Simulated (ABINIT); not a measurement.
## Sensitivity of a calculation on Sr2B4Rh5 (Fmmm, 11 atoms in the cell) to its settings

```yaml
crystal:
  lattice:
    - [0.00000, 4.93423, 5.51362]
    - [2.71324, 0.00000, 5.51362]
    - [2.71324, 4.93423, 0.00000]
  atoms:
    - { symbol: Sr, position: [0.85620, 0.85620, 0.14380] }
    - { symbol: Sr, position: [0.14380, 0.14380, 0.85620] }
    - { symbol: B, position: [0.79293, 0.46379, 0.53621] }
    - { symbol: B, position: [0.20707, 0.53621, 0.46379] }
    - { symbol: B, position: [0.46379, 0.79293, 0.20707] }
    - { symbol: B, position: [0.53621, 0.20707, 0.79293] }
    - { symbol: Rh, position: [0.50000, 0.50000, 0.50000] }
    - { symbol: Rh, position: [0.50000, 0.50000, 0.00000] }
    - { symbol: Rh, position: [0.00000, 0.00000, 0.50000] }
    - { symbol: Rh, position: [0.75000, 0.75000, 0.75000] }
    - { symbol: Rh, position: [0.25000, 0.25000, 0.25000] }
```

Base run A: PBEsol, PAW (JTH v2.0 PBE PAW, files made for PBE) in ABINIT, self-consistent single point.

Its settings: pseudos = [Sr.GGA_PBE-JTH.xml, B.GGA_PBE-JTH.xml, Rh.GGA_PBE-JTH.xml]; ecut = 42 Ry; pawecutdg = 84 Ry; pawxcdev = 0; ixc = -116133; occopt = 3; tsmear = 0.00183747 Ha; ngkpt = 4 4 4; nshiftk = 1; shiftk = 0 0 0; potentials = JTH v2.0 PBE PAW; nband = 73; kptopt = 1; nstep = 50; tolvrs = 1e-12.

The starting cell comes from a database of computed structures (which also holds hypothetical and non-ambient phases and stackings), without a prior relaxation at this level. Its lattice was rescaled by a random factor within 2.5 % of one. Spin polarisation is off. The potentials were made for another functional than the one used. In the base run, with a pressure of about 8 GPa the cell is away from its equilibrium volume at this level.

ΔF is the free energy per atom less that of run A. A dash stands where there is no value to compare (another energy zero or no entropy term, no result, no spin, no clean gap, or a mesh too coarse for one). 

Run A gave: pressure (GPa) 8.42; largest force (eV/Å) 0.326; ending converged.

Runs:
- B: ecut: 42 Ry → 16.8 Ry; pawecutdg: 84 Ry → 33.6 Ry
- C: nband: 73 → 60

What does run B change against A?

The free energy goes up by 1.29 eV/atom, the pressure goes from 8.42 to -76.14 GPa and the largest force goes from 0.326 to 0.309 eV/Å.

What does run C change against A?

The run ended unconverged after 50 iterations.

```tsv
run	ΔF (meV/atom)	pressure (GPa)	largest force (eV/Å)	ending
A	0.00	8.42	0.326	converged
B	1289.7	-76.14	0.309	converged
C	–	–	–	not converged
```
